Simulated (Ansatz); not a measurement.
## Response to strain in Au

Consider Au in the fcc (Cu type) structure (space group Fm-3m, No. 225; relaxed with 0.1 eV smearing).

```
Au
1.0
    0.00000     2.04148     2.04148
    2.04148     0.00000     2.04148
    2.04148     2.04148     0.00000
Au
1
Direct
  0.00000   0.00000   0.00000
```

Cartesian axes are those of the cell as printed.

Strains are applied to the cell and any free atomic positions relax; under biaxial strain the out-of-plane vector relaxes too.

All numbers come from PBEsol, PAW, 420 eV (Ansatz, a first-principles code; no spin-orbit coupling).

```tsv
biaxial strain, plane normal [111], relaxed out of plane (%)	out-of-plane strain (%)
0	0.00
0.42	-0.54
0.83	?
1.25	-1.64
1.67	-2.21
2.08	-2.78
2.5	-3.35
```

**Question.** Fit ε⊥ = −νε + γε² (strains in %) to the rows shown and predict the withheld row.

**Answer.** Least squares on the printed values gives ν = 1.29 (the biaxial Poisson response) and γ = -0.022 (largest residual 0.01 %); this predicts -1.08 %, and the run gives -1.08 %, in agreement.

Whether these cells are dynamically stable was not tested.
